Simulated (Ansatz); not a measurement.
TaN (P-6m2, No. 187, 2 atoms in the cell; start COD 1538016; the formula has other measured phases) was calculated with LDA (plane waves, PAW; Ansatz, a quantum-chemistry and plane-wave program).

Numerical settings: plane-wave cutoff 520 eV, 24×24×20 k mesh (along the axes of the cell as run), Fermi–Dirac smearing 0.05 eV, scalar-relativistic PAW data made under PBE.

Cell (relaxed at this level):

```cif
data_NTa
_chemical_formula_sum 'N1 Ta1'
_space_group_name_H-M_alt 'P 1'
_space_group_IT_number 1
_cell_length_a 2.90658
_cell_length_b 2.90658
_cell_length_c 2.85146
_cell_angle_alpha 90.000
_cell_angle_beta 90.000
_cell_angle_gamma 120.000
loop_
_space_group_symop_operation_xyz
  'x, y, z'
loop_
_atom_site_label
_atom_site_type_symbol
_atom_site_fract_x
_atom_site_fract_y
_atom_site_fract_z
_atom_site_occupancy
N1 N 0.00000 0.00000 0.00000 1
Ta1 Ta 0.33333 0.66667 0.50000 1
```

Question: Estimate the bulk modulus B0 that the calculation returns.

Answer: 
bulk modulus B0: 381 GPa

The run finds no gap.

Note: the bulk modulus is −V dP/dV from two relaxed cells at ±2 % in volume; the relaxation could not lower the start's symmetry, so the cell can be a saddle point above a distorted one.

Spin–orbit coupling is not included; it can open a gap where bands touch, and shift volumes and moduli.

Computed values are for the static lattice.

It cost roughly 5 core-minutes of CPU time.
